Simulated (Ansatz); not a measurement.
Ansatz (a first-principles code) run on a (111) slab of LaAl2 (cut from a parent of space group no. 227; 12 atoms in the cell): self-consistent single point.

Method of the run: PBEsol, default PAW files made with PBE (plane waves; Ansatz).

```
Al2La
1.0
    5.71928     0.00000     0.00000
    2.85964     4.95304     0.00000
    0.00000     0.00000    21.58831
Al La
8 4
Direct
  0.65328   0.65328   0.35129
  0.81995   0.81995   0.45944
  0.81995   0.31995   0.45944
  0.31995   0.81995   0.45944
  0.98662   0.98662   0.56759
  0.15328   0.15328   0.67575
  0.15328   0.65328   0.67575
  0.65328   0.15328   0.67575
  0.31995   0.31995   0.37833
  0.98662   0.98662   0.32425
  0.65328   0.65328   0.59464
  0.31995   0.31995   0.54056
```

Reference input (self-consistent single point, DFT, PBEsol, plane waves, default PAW files made with PBE): basis.ecutwfc = 420 eV; kpoints.mp_grid.grid = 6 6 1; hamiltonian.xc = pbesol; hamiltonian.pseudopotentials = {kind: paw} (the program's default PAW files); scf.occupations.method = fermi_dirac; scf.occupations.width = 0.1 eV. This run's input differs from it in these lines:

Ansatz 0.2 input:
```diff
@@ -23,3 +23,3 @@
   mp_grid:
-    grid: [6, 6, 1]
+    grid: [5, 5, 1]
 hamiltonian:
```

Output (repeated stretches shortened):

```
SCF iter   1: F=—  HF=-28843.234213 eV  |F-HF|=—  |Δ(HF+E_count)|=         —  Δρ=5.58e-3  dr2=7.47e0  ethr=1.77e-3  ⟨swp⟩=7.8  Hψ=1375  notcnv=0
all-band conjugate gradients solve this SCF's bands
preconditioner: auto → LDOS
SCF iter   2: F=—  HF=-28843.007480 eV  |F-HF|=—  |Δ(HF+E_count)|=   2.27e-1  Δρ=1.88e-3  dr2=9.29e-2  ethr=1.77e-3  ⟨swp⟩=5.2  Hψ=439  notcnv=0
   [... lines left out ...]
SCF iter   6: F=—  HF=-28843.006401 eV  |F-HF|=—  |Δ(HF+E_count)|=   3.27e-5  Δρ=3.94e-5  dr2=3.95e-5  ethr=5.01e-7  ⟨swp⟩=2.4  Hψ=405  notcnv=0
SCF iter   7: F=—  HF=-28843.006392 eV  |F-HF|=—  |Δ(HF+E_count)|=   9.10e-6  Δρ=1.44e-5  dr2=4.84e-6  ethr=5.81e-8  ⟨swp⟩=2.2  Hψ=374  notcnv=0
SCF iter   8: F=—  HF=-28843.006392 eV  |F-HF|=—  |Δ(HF+E_count)|=   2.00e-7  Δρ=5.07e-6  dr2=6.49e-7  ethr=7.12e-9  ⟨swp⟩=2.8  Hψ=384  notcnv=0
SCF iter   9: F=-28843.006392 eV  HF=-28843.006392 eV  |F-HF|=2.01e-8  |Δ(HF+E_count)|=   3.78e-8  Δρ=1.75e-6  dr2=3.79e-8  ethr=1.47e-10  ⟨swp⟩=16.2  Hψ=1453  notcnv=0
SCF 1 converged in 9 iterations: F = -28843.006392 eV  dr2 = 3.79e-8
Free energy (F): -28843.006392 eV
Internal energy: -28842.665420 eV  (E = F + TS)
E sigma→0 (E₀):  -28842.835906 eV
Entropy (-TS):   -0.340972 eV (-28.414 meV/atom)
Fermi energy:    2.309465 eV
--- Forces (eV/Å), atoms counted from 1 ---
  atom   1  Al     0.00000000    -0.00000000    -0.05923866
  atom   2  Al     0.03835691     0.02214537    -0.20215649
  atom   3  Al     0.00000000    -0.04429075    -0.20215649
  atom   4  Al    -0.03835691     0.02214537    -0.20215649
  atom   5  Al     0.00000000     0.00000000     0.12952664
  atom   6  Al     0.07120091     0.04110787    -0.23630285
  atom   7  Al    -0.00000000    -0.08221573    -0.23630285
  atom   8  Al    -0.07120091     0.04110787    -0.23630285
   [... lines left out ...]
  atom  12  La     0.00000000     0.00000000    -0.10720907
--- Stress (GPa, compression-positive) ---
       -1.840152       0.000000       0.000000
       -0.000000      -1.840152      -0.000000
        0.000000      -0.000000      -0.697783
  P = ⅓ Tr σ = -1.4594 GPa (-14.594 kbar)
  The stress holds the Pulay correction. Without it, at fixed plane waves, as pw.x and ABINIT print it: P = -1.4723 GPa
```

The run converged in 9 iterations. Against the reference run the free energy stays essentially unchanged (within 1 meV/atom) and the largest force goes from 0.683 to 0.737 eV/Å.

The starting cell comes from a database of computed structures (which also holds hypothetical and non-ambient phases and stackings), without a prior relaxation at this level. The slab is cut from that crystal, and its faces are unrelaxed. Its lattice was rescaled by up to half a per cent. The two faces of this cut differ, and no dipole correction was used.
